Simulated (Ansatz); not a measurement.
The reference is Mg$_{2}$Ge in the anti-fluorite structure (space group Fm-3m, No. 225).

Space group Fm-3m (No. 225); a = b = c = 6.364 Å, α = β = γ = 90.00°

```json
[
 {"atom": "Ge", "site": "4a", "symmetry": "m-3m", "x": "0.0000", "y": "0.0000", "z": "0.0000"},
 {"atom": "Mg", "site": "8c", "symmetry": "-43m", "x": "0.2500", "y": "0.2500", "z": "0.2500"}
]
```
(The calculation used a cell of 3 atoms; values per cell refer to that cell.)

Method: PBEsol in Ansatz (plane waves to 420 eV, PAW, no spin-orbit coupling).

For the base:

| Item | Result |
|---|---|
| Band gap | 0.08 eV |
| Volume per atom | 21.48 Å³ |

It is then changed as follows: full substitution Ge → Te; the structure is relaxed again.

Problem. What happens to the band gap and volume per atom?

Solution. The band gap becomes zero (base: 0.08 eV); the volume per atom rises by 8.002 Å³, from 21.48 Å³ to 29.49 Å³.

No phonon test of stability was made. As relaxed here, Mg2Te is a hypothetical phase, not in the database extracts checked. The final runs are not spin-polarised. A zero or small gap of Mg2Ge can be the functional's error rather than a property of the material.

Ansatz is a quantum-chemistry and plane-wave program.
